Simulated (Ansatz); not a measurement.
**Effect of biaxial strain −1.50 %, plane normal [001], relaxed out of plane on Hf**

Take Hf in the hcp (Mg type) structure (space group P6_3/mmc, No. 194; a = 3.204 Å, c = 5.073 Å; relaxed with 0.1 eV smearing) as the base. Axes: x lies along a and z along c of the hexagonal cell.

Now apply this change: biaxial strain −1.50 %, plane normal [001], relaxed out of plane (Cartesian); in-plane vectors clamped, the third vector and the atoms free.

Computed with PBE (Ansatz, a quantum-chemistry and plane-wave program, PAW, no spin-orbit coupling). Γ-centred 21×21×12 mesh, Fermi–Dirac width 0.1 eV.

The volume per atom shrinks by 0.44 Å³ (22.55 Å³ → 22.11 Å³) and the space group stays P6_3/mmc (No. 194). The shortest interatomic distance rises by 0.006 Å, from 3.139 Å to 3.145 Å and the pressure (mean of the normal stresses, compression positive) goes from zero to 2.1 GPa. The band gap stays zero and the out-of-plane strain amounts to +1.07 %. The mean in-plane stress (compression positive) comes out as +3.2 GPa.

Cost of the whole job for the changed cell (relaxation, final SCF and bands): very roughly 2.2 core-minutes.

Stability against distortions was not tested. All final runs are without spin polarisation.
